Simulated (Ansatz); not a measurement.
# Effective masses and thermopower of ZnSe (F-43m)

```xyz
2
Lattice="0.0000 2.7900 2.7900 2.7900 0.0000 2.7900 2.7900 2.7900 0.0000" Properties=species:S:1:pos:R:3 pbc="T T T"
Zn     0.0000     0.0000     0.0000
Se     4.1850     4.1850     4.1850
```

All values below come from PBEsol with spin-orbit coupling, rigid bands (plane waves, PAW; Ansatz, a first-principles code). Condition of this run: hydrostatic pressure 2 GPa (the target of the relaxation). Geometry: cell and atoms relaxed with PBEsol, then loaded as said.

The band gap is 1.22 eV and the electron conductivity mass (300 K, dilute) comes out as 0.105 mₑ. The hole conductivity mass (300 K, dilute) is 0.63 mₑ and the effective density of states N_c (300 K) comes out as 8.1e17 cm⁻³. The effective density of states N_v (300 K) comes out as 2.3e19 cm⁻³, the density-of-states mass, electrons comes out as 0.101 mₑ and the density-of-states mass, holes comes out as 0.95 mₑ. The Seebeck coefficient, n-type 1e19 cm⁻³, 300 K is -67 μV/K and the Seebeck coefficient, p-type 1e19 cm⁻³, 300 K comes out as 293 μV/K.

Rigid bands; masses and Seebeck coefficients take one relaxation time τ for all states and one kind of carrier; polarons and phonon drag are left out.
